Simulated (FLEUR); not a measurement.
Input and output of a self-consistent single point for LuAu₂ (I4/mmm, 3 atoms in the cell) (FLEUR).

Method of the run: FLEUR with LDA (Perdew-Zunger), all-electron FLAPW (FLEUR), scalar-relativistic valence.

```
LuAu2
1.0
   -1.82247     1.82247     4.44871
    1.82247    -1.82247     4.44871
    1.82247     1.82247    -4.44871
Lu Au
1 2
Direct
  0.00000   0.00000   0.00000
  0.66394   0.66394   0.00000
  0.33606   0.33606   0.00000
```

Reference input (self-consistent single point, DFT, PBEsol, all-electron FLAPW (FLEUR), scalar-relativistic valence): Kmax = 3.9 1/bohr; GmaxXC = 15.6 1/bohr; xcFunctional = PBEs; jspins = 1; l_soc = F; mode = gauss; fermiSmearingEnergy = 0.00734986 Htr; mesh (inpgen div1-3) = 10 10 10; inpgen gamma flag = true; Gmax = 15.6 1/bohr; numbands = 0; maxIterBroyd = 15. This run's input differs from it in these lines:

```diff
@@ -15,3 +15,3 @@
 &comp jspins=1 /
-&exco xctyp='PBEs' /
+&exco xctyp='pz' /
 &kpt div1=10 div2=10 div3=10 gamma=t /
@@ -28,3 +28,3 @@
       <coreElectrons ctail="T" frcor="F" kcrel="0" coretail_lmax="0"/>
-      <xcFunctional name="PBEs" relativisticCorrections="F"/>
+      <xcFunctional name="pz" relativisticCorrections="F"/>
       <magnetism jspins="1"/>
```

The program printed (abridged):

```
 Iteration:     1   Distance:      18.49746782 me/bohr^3
 Iteration:     2   Distance:      15.82231807 me/bohr^3
 Iteration:     3   Distance:       6.77457734 me/bohr^3
 Iteration:     4   Distance:       4.86834119 me/bohr^3
 Iteration:     5   Distance:       2.65580932 me/bohr^3
   [... 11 lines left out ...]
 Iteration:    17   Distance:       0.00017489 me/bohr^3
 Iteration:    18   Distance:       0.00007868 me/bohr^3
 Iteration:    19   Distance:       0.00002569 me/bohr^3
 Iteration:    20   Distance:       0.00000711 me/bohr^3
 Reset of history
 Run finished successfully
 Stop message:
   Structural relaxation: new displacements generated

[file out, last iteration]
             iter=     21
[...]
          total density-effective poten   -9.2291864576E+04
          total charge density-energy d   -1.0032400550E+03
 Updated energy parameters for spin:           1
[...]
 fermi energy and band-weighting factors:

[...]
FERMIE:
          first approx. to ef    (T=0)  :   0.387796 htr   (energy of the highest occ. eigenvalue)
          number of occ. states  (T=0)  :       3004
          first approx. to seigv (T=0)  : -19.067963 htr
          sum of weights of occ. states :  29.506000
          sum of semicore charge        :   0.000000 e
          fermi energy=   0.38775 har   work function= -10.55122 ev
          number of valence electrons=  59.00000
   [... lines left out ...]
     k-point=   63
     k-point=   64
     k-point=   65
     k-point=   66
     k-point=   67
     k-point=   68
     k-point=   69
     k-point=   70
     k-point=   71
     k-point=   72
     k-point=   73
     k-point=   74
     k-point=   75
     k-point=   76
     k-point=   77
     k-point=   78
     k-point=   79
     k-point=   80
     k-point=   81
     k-point=   82
     k-point=   83
     k-point=   84
     k-point=   85
```

The run converged in 20 iterations. FLEUR gives forces in its relaxation mode, with a further iteration, so its stop message speaks of a relaxation. Against the reference run the largest force goes from 0.102 to 0.066 eV/Å.

The starting cell comes from a database of computed structures (which also holds hypothetical and non-ambient phases and stackings), without a prior relaxation at this level. Values depend on the basis (sphere radii, cutoffs, local orbitals), which need not be converged.

Cost on one core of a shared machine: roughly 4 min.
